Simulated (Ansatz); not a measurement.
Ansatz (an electronic-structure program) run on CsH3O2 (Amm2, 6 atoms in the cell): relaxation of cell and atoms.

Level of theory: LDA (PW92), default PAW files made with PBE (plane waves; Ansatz).

The change in words: atoms on their sites; basis.ecutwfc: 30.9 Ry → 15.4 Ry; relax: default → cell and atoms. Reference geometry:
```
CsH3O2
1.0
    4.27148     0.00000     0.00000
    0.00000     2.22366     4.04368
    0.00000    -2.22366     4.04368
Cs H O
1 3 2
Direct
  0.00000   0.99151   0.99151
  0.50000   0.55847   0.55847
  0.50000   0.07118   0.45270
  0.50000   0.45270   0.07118
  0.50000   0.67951   0.67951
  0.50000   0.33406   0.33406
```

Reference input (self-consistent single point, DFT, LDA (PW92), plane waves, default PAW files made with PBE): basis.ecutwfc = 30.9 Ry; kpoints.mp_grid.grid = 6 6 6; hamiltonian.xc = lda; hamiltonian.pseudopotentials = {kind: paw} (the program's default PAW files); scf.occupations.method = fixed. This run's input differs from it in these lines:

Ansatz 0.2 input:
```diff
@@ -6,3 +6,3 @@
   atoms:
-    - { symbol: Cs, position_ang: [0.000000, -0.000000, 8.018711] }
+    - { symbol: Cs, position_ang: [0.000000, -0.000000, 7.968714] }
     - { symbol: H, position_ang: [2.135740, 0.000000, 4.516546] }
@@ -13,3 +13,3 @@
 basis:
-  ecutwfc: 30.9 Ry
+  ecutwfc: 15.4 Ry
 kpoints:
@@ -21,2 +21,4 @@
   occupations: { method: fixed }
+relax:
+  cell: {}
 output:
```

The program printed (abridged):

```
   [... SCF lines of the steps left out ...]
relax step   1: F+E_penalty+E_count = -6653.57412284 eV  Δ(F+E_penalty+E_count) = +0.000e0 eV  max|allowed force component| = 3.412e-1 eV/Å  Δτ_max = 0.0000 Å  P = -2.275 GPa  Ω = 76.816 Å³  (8 SCF iters, dr2 threshold 1.00e-7 eV, accepted)
relax step   2: F+E_penalty+E_count = -6655.13025065 eV  Δ(F+E_penalty+E_count) = -1.556e0 eV  max|allowed force component| = 4.412e-1 eV/Å  Δτ_max = 0.0287 Å  P = +6.746 GPa  Ω = 73.591 Å³  energy of the carried Pulay correction = +1.605e0 eV  (7 [...]
   [... lines left out ...]
relax step  67: F+E_penalty+E_count = -6653.61975431 eV  Δ(F+E_penalty+E_count) = -5.340e-3 eV  max|allowed force component| = 5.219e-4 eV/Å  Δτ_max = 0.0003 Å  P = -0.001 GPa  Ω = 70.266 Å³  energy of the carried Pulay correction = +5.335e-3 eV  (4 [...]
relax step  68: F+E_penalty+E_count = -6653.61642885 eV  Δ(F+E_penalty+E_count) = +3.325e-3 eV  max|allowed force component| = 1.487e-3 eV/Å  Δτ_max = 0.0000 Å  P = -0.006 GPa  Ω = 70.266 Å³  stress off target by 4.42e-2 GPa  SCF on the basis [...]
basis re-selected at this cell: Δ(F+E_penalty+E_count) = +3.325e-3 eV, ΔP = -0.006 GPa vs the last step
the relaxation is at rest under the 4 symmetry operations that the run kept from its start: a minimum is not shown …
Stability not checked: this state was not tested for a lower state beside it, because too few of the mixer's solves of this state at the end of the SCF gave a …
Free energy (F): -6653.616429 eV
Internal energy: -6653.616429 eV  (E = F + TS)
   [... lines left out ...]
Fermi energy:    3.803113 eV
  cell:  # Å, volume = 70.2661 Å³
   [... lines left out ...]
    - { symbol: H, position: [0.49999999999999994, 0.07499724847485933, 0.45227245944584826] }
    - { symbol: H, position: [0.49999999999999994, 0.45227245944584826, 0.07499724847485933] }
    - { symbol: O, position: [0.49999999999999994, 0.6826709175128252, 0.6826709175128252] }
    - { symbol: O, position: [0.49999999999999994, 0.3365418816901147, 0.3365418816901147] }
```

The run converged. 

Summary of the result:
| Item | Value |
|---|---|
| Free energy E − TS (on the zero of these files) | -6653.6164 eV |
| Top of the valence band (on the code's own zero) | 3.80 eV |
| Gap on the k-point mesh | 4.11 eV |
| Pressure | -0.01 GPa |
| Largest force (vector length) | 0.001 eV/Å |
| Final cell | a = 4.0200 Å, b = c = 4.5331 Å, α = 58.28°, β = γ = 90.00° |
| Final volume per atom | 11.71 Å³ |
| Relaxation steps | 68 |

The starting cell comes from a database of computed structures (which also holds hypothetical and non-ambient phases and stackings), without a prior relaxation at this level. Its lattice was rescaled by up to half a per cent. The relaxation keeps the symmetry of its start, so its end need not be a minimum. Ansatz's pressure includes its estimate of the finite-basis (Pulay) stress. Without the estimate this run gives -84.39 GPa. The cutoff lies below the one recommended for these files.

Cost on one core of a shared machine: roughly 3 min.
